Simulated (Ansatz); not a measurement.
The reference is Ag in the fcc (Cu type) structure (space group Fm-3m, No. 225; a = 4.1492 Å).

Calculations: Kohn–Sham DFT with the PBE functional, run in Ansatz (a program for electronic structure) with PAW and 420 eV plane waves, spin-orbit coupling left out, earlier PAW set.

Before the change:

```
Item                   Value
-------------------  -------
Lattice parameter a  4.149 Å
```

Now apply this change: cell and atoms relaxed at a pressure of 4.5 GPa.

Task: What happens to the lattice parameter a?

Result: The lattice parameter a falls by 0.060 Å (4.149 Å → 4.089 Å).

Load acts through the strain it causes; cell and atoms are relaxed under it. Whether these cells are dynamically stable was not tested.
